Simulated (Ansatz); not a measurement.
Base system: La (space group P6_3/mmc, No. 194; a = 3.7835 Å, c = 12.0681 Å; relaxed with 0.1 eV smearing).

All numbers come from DFT with r2SCAN, PAW potentials and a 500 eV plane-wave cutoff in Ansatz (an electronic-structure program), no spin-orbit coupling.

Before the change:

| Property | Result |
|---|---|
| Pressure | 0.0 GPa |
| Band gap | zero |

It is then changed as follows: an isotropic linear strain of +1.24 %, atoms relaxed at fixed cell.

### Question
What happens to the pressure, energy relative to the base and band gap?

### Answer
The pressure (mean of the normal stresses, compression positive) goes from zero to -0.8 GPa; the energy grows by 3.7 meV/atom; the band gap is still zero.

No phonon test of stability was made.
